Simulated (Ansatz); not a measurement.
## How far PBE and r2SCAN part for HfN, isotropic strain −3.93 %

Consider HfN in the rock salt structure (space group Fm-3m, No. 225; a = 4.548 Å; relaxed with 0.1 eV smearing).

(Cell as relaxed with PBE.)

Levels (all Ansatz, a first-principles code, PAW, earlier PAW set): PBE (420 eV, no SOC); r2SCAN (500 eV, no SOC).

Each level relaxes its own structure.

```tsv
base	PBE	r2SCAN
volume per atom	11.76 Å³	11.59 Å³
lattice parameter a	4.548 Å	4.526 Å
band gap	zero	zero
```

One thing is altered: an isotropic linear strain of −3.93 %; the atoms relax in the strained cell.

```csv
quantity,PBE,r2SCAN
pressure,40.9 GPa,___
energy relative to the base (free energy F),+153 meV/atom,___
```

Q: What does r2SCAN give?

A: 
- pressure, r2SCAN: 43.6 GPa
- energy relative to the base (free energy F), r2SCAN: +161 meV/atom

PBE's pressure lies 2.77 GPa below r2SCAN's; PBE's energy relative to the base lies 8.2 meV/atom below r2SCAN's. Neither level is exact; r2SCAN is the comparison here, not a measurement.

No phonon test of stability was made. The final runs are not spin-polarised. An odd electron count without spin: HfN.
